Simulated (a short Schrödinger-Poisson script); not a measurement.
System: MOS inversion layer, SiO2 on p-type Ge(100), at 300 K.

| layer | material | thickness (nm) | Na (cm⁻³) |
|---|---|---|---|
| 1 | SiO2 | 1.6 | - |
| 2 | Ge | 720 | 3.3e17 |

Constants are typed, rounded textbook-type inputs, not results; the design itself was drawn at random and stands for no fabricated device. SiO2: permittivity 3.9, conduction-band edge (eV) 3.1, gap (eV) 9, electron mass (mₑ) 0.5. Ge: permittivity 16, conduction-band edge (eV) 0, gap (eV) 0.664, Nv at 300 K (cm⁻³) 6e18.

Channel valleys (confinement mass, in-plane density-of-states mass, number): L4 0.12, 0.295, 4. At the gate the conduction-band edge of layer 1 lies 3.37 eV − eVg above the Fermi level of the channel; the field vanishes at the back. Gaps are held at their typed values at every temperature. Mesh 0.03 nm at interfaces.

Solved with a short Schrödinger-Poisson script written for these runs: 1D Poisson equation in equilibrium, electrons quantum, Hartree (BenDaniel-Duke, 12 states a valley, the channel's in-plane mass for all, wave functions ending at the dielectric), parabolic valleys, classical holes, full ionisation, no traps, pinning or gate leakage.

### Question
List the lowest subbands of each valley and their electrons at Vg = 1.1 V.

### Answer
| valley | subband | energy from the Fermi level (meV) | electrons (cm⁻²) | share (%) |
|---|---|---|---|---|
| L4 | 0 | 14.9 | 5.68e12 | 98.3 |
| L4 | 1 | 127.8 | 9.04e10 | 1.6 |
| L4 | 2 | 200.4 | 5.49e9 | 0.1 |

All electrons: 5.77e12 cm⁻². Only the L valleys are kept; under strong confinement the Δ valleys of Ge fill too.
